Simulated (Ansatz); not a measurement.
## How far PBE and PBEsol part for hypothetical rutile SnS2, S → Se

Consider SnS2 in the rutile structure (space group P4_2/mnm, No. 136; a = 6.2005 Å, c = 3.8065 Å; a hypothetical phase, not in the database extracts checked).

(Cell as relaxed with PBE.)

Levels (all Ansatz, a first-principles code, PAW, earlier PAW set): PBE (420 eV, spin-orbit coupling left out); PBEsol (420 eV, spin-orbit coupling left out).

Each level relaxes its own structure.

```csv
base,PBE,PBEsol
volume per atom,24.39 Å³,23.26 Å³
lattice parameter a,6.201 Å,6.071 Å
band gap,zero,zero
```

It is then changed as follows: Se takes the place of S on all its sites; the structure is relaxed again.

| quantity | PBE | PBEsol |
|---|---|---|
| volume per atom | 28.90 Å³ | ? |
| c/a ratio | 0.613 | ? |

**Question.** Given the PBE results, estimate those of PBEsol.

**Answer.** 
- volume per atom, PBEsol: 27.39 Å³
- c/a ratio, PBEsol: 0.623

PBE's volume per atom lies 1.503 Å³ above PBEsol's (5.5 %); PBE's c/a ratio lies 0.0093 below PBEsol's. Neither level is exact; PBEsol is the comparison here, not a measurement.

Whether these cells are dynamically stable was not tested. As relaxed here, SnSe2 is a hypothetical phase, not in the database extracts checked. The final runs are not spin-polarised. The zero or small gap of SnSe2 and SnS2 can change with the level of theory.
